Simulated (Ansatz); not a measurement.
CaC2, response to strain

The reference is CaC2 (space group C2/m, No. 12; a cell from a computed database, its experimental status unchecked).

```
CaC2
1.0
    3.53412    -1.88850     0.00000
    3.53412     1.88850     0.00000
   -2.13348     0.00000     7.03076
Ca C
2 4
Cartesian
  4.04217   0.00000   5.29700
  0.89259   0.00000   1.73376
 -0.63928   0.00000   3.97555
  5.57403   0.00000   3.05521
  3.06093   0.00000   0.41451
  1.87383   0.00000   6.61625
```

Cartesian axes are those of the cell as printed.

Strains are applied to the cell and any free atomic positions relax; under biaxial strain the out-of-plane vector relaxes too.

Levels (all Ansatz, a program for electronic structure, PAW): PBEsol (420 eV, scalar-relativistic without spin-orbit coupling); r2SCAN (500 eV, without spin-orbit coupling); HSE06 (420 eV, no spin-orbit coupling).

Band gaps by level, all at the geometries relaxed with PBEsol:

```csv
case,PBEsol,r2SCAN,HSE06
base,2.07 eV,2.53 eV,3.44 eV
"biaxial strain +1.57 %, plane normal [001], relaxed out of plane",2.00 eV,2.46 eV,3.43 eV
isotropic strain +2.83 %,2.30 eV,2.77 eV,3.66 eV
isotropic strain +4.46 %,2.42 eV,2.89 eV,3.77 eV
tensor shear ε_xz = +1.81 %,2.07 eV,2.53 eV,3.42 eV
```

Single points use the geometry relaxed with PBEsol. HSE06 was sampled on its mesh, a few special points and the semilocal edge points, so its gap is an upper bound. Stability against distortions was not tested.
